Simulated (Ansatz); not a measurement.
C on the Al site in wurtzite AlN, relaxed from 2 sites or starts (the Al site, started 0.95 Å off site, one bond broken, along c; the Al site, started 0.95 Å off site, one bond broken); at each charge the lowest end counts.

The numbers are results of PBE, PAW (plane waves to 420 eV; Ansatz, an electronic-structure program), not measurements. Set-up: 96-site cell; 2×2×2 shifted k-points; host gap 4.03 eV; charged states image-corrected; energies good to tenths of an eV; flagged in the runs: for some of the defects a host whose relaxation on this sampling wasn't shown to rest, a strain field that reaches the edge of the cell.

```json
[
 {"charge": "+1", "neighbours at the lowest end (Å)": "N 1.57, N 1.58, N 1.59, N 1.59", "corrected energy + q E_VBM, against the first (eV)": "0.00"},
 {"charge": "0", "neighbours at the lowest end (Å)": "N 1.48, N 1.50, N 1.50", "corrected energy + q E_VBM, against the first (eV)": "3.05"},
 {"charge": "−1", "neighbours at the lowest end (Å)": "N 1.56, N 1.60, N 1.61, Al 2.25, Al 2.26, Al 2.70, Al 2.70", "corrected energy + q E_VBM, against the first (eV)": "6.15"}
]
```

Charges from +1 to −1 were run. The lines E(q) + q E_F give the stable charge, which changes above the valence-band maximum at (+1/0) at 3.05 eV; (0/−1) at 3.10 eV.
